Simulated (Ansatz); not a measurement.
# Ge₂Os (model structure, started from the C54 type, Fddd, No. 70, 6 atoms in the cell): bulk modulus B0 by level of theory

No measured value is used here.

| level (code) | value (GPa) | cell (Å³/atom) |
|---|---|---|
| LDA (Ansatz) | 177 | 14.72 |
| PBEsol (Ansatz) | 169 | 15.00 |
| r²SCAN (Ansatz) | 164 | 15.15 |

Density-functional levels without +SOC have no spin–orbit coupling. LDA, PBEsol, r²SCAN: the run has no spin polarisation, so it can have missed a magnetic state. LDA, PBEsol, r²SCAN: the bulk modulus is −V dP/dV from two relaxed cells at ±2 % in volume. Each level is taken at its own relaxed cell. Cutoffs differ between the levels. Ansatz's density-functional and Hartree–Fock values are scalar-relativistic unless marked +SOC, with PAW data made under PBE.

A model structure was made by putting elements into a prototype or built by hand; it is no filed structure, need not be a known phase, and can be a saddle point held by its symmetry.

Ansatz is an electronic-structure program.
